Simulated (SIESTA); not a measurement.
A relaxation of cell and atoms of SrCaI4 (P1, 6 atoms in the cell) with SIESTA.

Method: GGA PBEsol, numerical atomic orbitals DZP, PseudoDojo PBEsol standard norm-conserving potentials (rewritten from UPF to PSML) run with SIESTA 5.4.2.

```xyz
6
Lattice="7.2807 0.0000 0.0000 0.0000 4.6621 0.0000 -0.0320 0.0000 8.1093" Properties=species:S:1:pos:R:3 pbc="T T T"
Sr     0.0097     0.0144    -0.0137
Ca    -0.0069     2.3315     4.0400
I      1.7228    -0.0063     2.8154
I      5.5198     0.0142     5.2933
I      1.7910     2.3332     6.6860
I      5.4452     2.3062     1.4521
```

Reference input (self-consistent single point, DFT, GGA PBEsol, numerical atomic orbitals DZP, PseudoDojo PBEsol standard norm-conserving potentials (rewritten from UPF to PSML)): XC.functional = GGA; XC.authors = PBEsol; potentials = PseudoDojo PBEsol standard; PAO.BasisSize = DZP; PAO.EnergyShift = 0.01 Ry; MeshCutoff = 300 Ry; kgrid.MonkhorstPack = 2 3 2; OccupationFunction = FD; ElectronicTemperature = 10 K; MaxSCFIterations = 150; SCF.Mixer.Method = Pulay; SCF.Mixer.Weight = 0.2. This run's input differs from it in these lines:

```diff
@@ -46,2 +46,7 @@
 Diag.ParallelOverK           true
+MD.TypeOfRun                 FIRE
+MD.Steps                     40
+MD.MaxForceTol               0.02 eV/Ang
+MD.VariableCell              true
+MD.MaxStressTol              0.05 GPa
 WriteForces                  true
```

Output (repeated stretches shortened):

```
        iscf     Eharris(eV)        E_KS(eV)     FreeEng(eV)     dDmax    Ef(eV) dHmax(eV)
   scf:    1    -3394.910910    -3391.863054    -3391.863054  1.553067 -3.271150  3.637635
   scf:    2    -3392.216984    -3392.054842    -3392.054842  0.022113 -3.695991  2.526352
   scf:    3    -3392.223800    -3392.162637    -3392.162637  0.038983 -4.471399  0.643415
   scf:    4    -3392.185929    -3392.177051    -3392.177051  0.016314 -1.528418  0.057712
   scf:    5    -3392.177750    -3392.177455    -3392.177455  0.004637 -1.550152  0.011962
   scf:    6    -3392.177487    -3392.177476    -3392.177476  0.001156 -1.559831  0.002509
   scf:    7    -3392.177479    -3392.177478    -3392.177478  0.000467 -1.558161  0.002039
   scf:    8    -3392.177479    -3392.177479    -3392.177479  0.000195 -1.558895  0.000719
   scf:    9    -3392.177479    -3392.177479    -3392.177479  0.000076 -1.559349  0.000080
   scf:   10    -3392.177479    -3392.177479    -3392.177479  0.000005 -1.559402  0.000044
SCF Convergence by DM+H criterion
max |DM_out - DM_in|         :     0.0000045002
max |H_out - H_in|      (eV) :     0.0000439188
SCF cycle converged after 10 iterations

Using DM_out to compute the final energy and forces

siesta: E_KS(eV) =            -3392.1775

siesta: E_KS - E_eggbox =     -3392.1775

siesta: Atomic forces (eV/Ang):
     1   -0.117618   -0.109003    0.095037
     2   -0.061362    0.012612    0.094980
     3    0.351871    0.015038   -0.101424
     4   -0.265874   -0.035449    0.049306
     5    0.206015    0.030600   -0.063433
     6   -0.112860    0.086101   -0.074010
   Tot    0.000172   -0.000102    0.000454
   Max    0.351871
   Res    0.135283    sqrt( Sum f_i^2 / 3N )
   Max    0.351871    constrained

   [... lines left out ...]
siesta: Pressure (static):         -5.97036543  kBar
siesta: Pressure (total):         -5.97036543  kBar
No target stress found, assuming hydrostatic MD.TargetPressure.
Target stress (kBar)
outcell: Cell volume (Ang**3)        :    245.2965
        iscf     Eharris(eV)        E_KS(eV)     FreeEng(eV)     dDmax    Ef(eV) dHmax(eV)
siesta: Pressure (static):         -0.22202179  kBar
siesta: Pressure (total):         -0.22202179  kBar
outcell: Cell volume (Ang**3)        :    245.2965
siesta: FreeEng =     -3392.389898
   [... lines left out ...]
   4  7.104   1.777   0.061   1.702   1.746   1.898  -0.005  -0.021  -0.104
   [... 5 lines left out ...]

mulliken: Qtot =       48.000

Mulliken Atomic Populations:
Atom #   charge [q] valence [e]  Species
     1     0.321756    9.678244  Sr
     2     0.146535    9.853465  Ca
     3    -0.104040    7.104040  I
     4    -0.104203    7.104203  I
     5    -0.129984    7.129984  I
     6    -0.130064    7.130064  I
 Total    -0.000000
```

The run converged. 

Summary of the result:
| Quantity | Value |
|---|---|
| Free energy E − TS | -3392.3899 eV |
| Top of the valence band (on the code's own zero) | -5.23 eV |
| Gap on the k-point mesh | 3.78 eV |
| Pressure | -0.02 GPa |
| Largest force (vector length) | 0.016 eV/Å |
| Final cell | a = 6.6674 Å, b = 4.6219 Å, c = 7.9601 Å, α = 90.00°, β = 89.88°, γ = 90.00° |
| Final volume per atom | 40.88 Å³ |
| Relaxation steps | 32 |

The starting cell comes from a database of computed structures (which also holds hypothetical and non-ambient phases and stackings), without a prior relaxation at this level. Its atoms were displaced at random from the sites of space group no. 10. Spin-orbit coupling is off. Values carry the incompleteness of an atom-centred basis. The basis of the alkali or alkaline-earth atoms may lack their empty d shell, which can raise the gap.

Cost on one core of a shared machine: roughly 4 min.
